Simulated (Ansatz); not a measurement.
The parent structure is LiCl in the rock salt structure (space group Fm-3m, No. 225).

```cif
data_Cl4Li4
_chemical_formula_sum 'Li4 Cl4'
_space_group_name_H-M_alt 'Fm-3m'
_space_group_IT_number 225
_space_group_name_Hall '-F 4 2 3'
_cell_length_a 5.06420
_cell_length_b 5.06420
_cell_length_c 5.06420
_cell_angle_alpha 90.000
_cell_angle_beta 90.000
_cell_angle_gamma 90.000
loop_
_atom_site_label
_atom_site_type_symbol
_atom_site_symmetry_multiplicity
_atom_site_Wyckoff_symbol
_atom_site_fract_x
_atom_site_fract_y
_atom_site_fract_z
_atom_site_occupancy
Li1 Li 4 a 0.00000 0.00000 0.00000 1
Cl1 Cl 4 b 0.50000 0.50000 0.50000 1
```
(The calculation used a cell of 2 atoms; values per cell refer to that cell.)

Computed with Ansatz (an electronic-structure program), PBEsol, PAW, cutoff 420 eV, spin-orbit coupling left out.

Strains are applied to the cell and any free atomic positions relax.

One change was made to it. Results:

The energy increases by 0.4 meV/atom; the band gap rises by 0.09 eV, from 6.35 eV to 6.44 eV; the pressure goes from zero to 0.55 GPa.

Question: Which of these changes matches the shifts?
A) isotropic strain −0.50 %
B) isotropic strain +1.00 %
C) isotropic strain −1.50 %

Answer: A, isotropic strain −0.50 %. For comparison, the band gap in the other runs: isotropic strain −1.50 % gives 6.61 eV; isotropic strain +1.00 % gives 6.17 eV.

Stability against distortions was not tested.
